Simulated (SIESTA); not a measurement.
**Converging shifted k-point meshes: Al (Fm-3m, 1 atom in the cell)**

```
Al
1.0
    0.00000     2.03107     2.03107
    2.03107     0.00000     2.03107
    2.03107     2.03107     0.00000
Al
1
Direct
  0.00000   0.00000   0.00000
```

Method of the run: GGA PBEsol, numerical atomic orbitals DZP, PseudoDojo PBEsol standard norm-conserving potentials (rewritten from UPF to PSML) (SIESTA).

Base settings: XC.functional = GGA; XC.authors = PBEsol; potentials = PseudoDojo PBEsol standard; PAO.BasisSize = DZP; PAO.EnergyShift = 0.01 Ry; MeshCutoff = 300 Ry; kgrid.MonkhorstPack = 12 12 12; OccupationFunction = MP; OccupationMPOrder = 0; ElectronicTemperature = 100 meV.

Only quantities that move along the ladder and can be compared are tabulated.

The starting cell has typed, rounded lattice constants, without a prior relaxation at this level. Its lattice was rescaled by up to half a per cent. Values carry the incompleteness of an atom-centred basis.

| kgrid.MonkhorstPack | free energy less the last step's (meV/atom) | pressure (GPa) |
|---|---|---|
| 2 2 2 shifted by 0.5 0.5 0.5 | 175.69 | -1.02 |
| 3 3 3 shifted by 0.5 0.5 0.5 | -105.83 | -2.42 |
| 4 4 4 shifted by 0.5 0.5 0.5 | 47.92 | -2.61 |
| 5 5 5 shifted by 0.5 0.5 0.5 | 40.35 | -2.87 |
| 6 6 6 shifted by 0.5 0.5 0.5 | 7.03 | -2.76 |
| 7 7 7 shifted by 0.5 0.5 0.5 | 14.45 | -3.22 |
| 8 8 8 shifted by 0.5 0.5 0.5 | -4.09 | -2.96 |
| 9 9 9 shifted by 0.5 0.5 0.5 | 0.61 | -2.82 |
| 10 10 10 shifted by 0.5 0.5 0.5 | -2.46 | -2.84 |
| 11 11 11 shifted by 0.5 0.5 0.5 | -4.16 | -2.74 |
| 12 12 12 shifted by 0.5 0.5 0.5 | 1.50 | -2.75 |
| 13 13 13 shifted by 0.5 0.5 0.5 | -0.33 | -2.70 |
| 15 15 15 shifted by 0.5 0.5 0.5 | 0.71 | -2.67 |
| 18 18 18 shifted by 0.5 0.5 0.5 | -0.86 | -2.74 |
| 22 22 22 shifted by 0.5 0.5 0.5 | 0.13 | -2.77 |
| 27 27 27 shifted by 0.5 0.5 0.5 | -0.03 | -2.75 |
| 30 30 30 shifted by 0.5 0.5 0.5 | 0.00 | -2.75 |

Coarsest kgrid.MonkhorstPack that holds the free energy within 1 meV/atom of the last step, with all finer ones: 13 13 13 shifted by 0.5 0.5 0.5; the step before is off by 1.5 meV/atom.

Coarsest kgrid.MonkhorstPack that holds the pressure within 1 GPa of the last step, with all finer ones: 3 3 3 shifted by 0.5 0.5 0.5; the step before is off by 1.7 GPa.
